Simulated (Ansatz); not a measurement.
# RuSi: pressure series

The reference is RuSi (space group P2_13, No. 198).

```cif
data_Ru4Si4
_chemical_formula_sum 'Ru4 Si4'
_space_group_name_H-M_alt 'P213'
_space_group_IT_number 198
_space_group_name_Hall 'P 2ac 2ab 3'
_cell_length_a 4.70473
_cell_length_b 4.70473
_cell_length_c 4.70473
_cell_angle_alpha 90.000
_cell_angle_beta 90.000
_cell_angle_gamma 90.000
loop_
_atom_site_label
_atom_site_type_symbol
_atom_site_symmetry_multiplicity
_atom_site_Wyckoff_symbol
_atom_site_fract_x
_atom_site_fract_y
_atom_site_fract_z
_atom_site_occupancy
Ru1 Ru 4 a 0.12942 0.12942 0.12942 1
Si1 Si 4 a 0.83761 0.83761 0.83761 1
```

Cell and atoms are relaxed at each pressure.

Levels (all Ansatz, a first-principles code, PAW): r2SCAN (500 eV, without spin-orbit coupling); HSE06 (420 eV, no spin-orbit coupling).

Band gaps by level, all at the geometries relaxed with r2SCAN:

| case | r2SCAN | HSE06 |
|---|---|---|
| base | 0.31 eV | 0.78 eV |
| pressure −2 GPa | 0.30 eV | 0.78 eV |
| pressure −1 GPa | 0.31 eV | 0.78 eV |
| pressure 3 GPa | 0.31 eV | 0.78 eV |
| pressure 7 GPa | 0.32 eV | 0.78 eV |
| pressure 30 GPa | 0.32 eV | 0.75 eV |

Single points use the geometry relaxed with r2SCAN. The hybrid gap comes from the SCF mesh plus the semilocal run's edge points and a few special points and is an upper bound. Load acts through the strain it causes; cell and atoms are relaxed under it. Whether these cells are dynamically stable was not tested. Competing high-pressure phases were not computed.
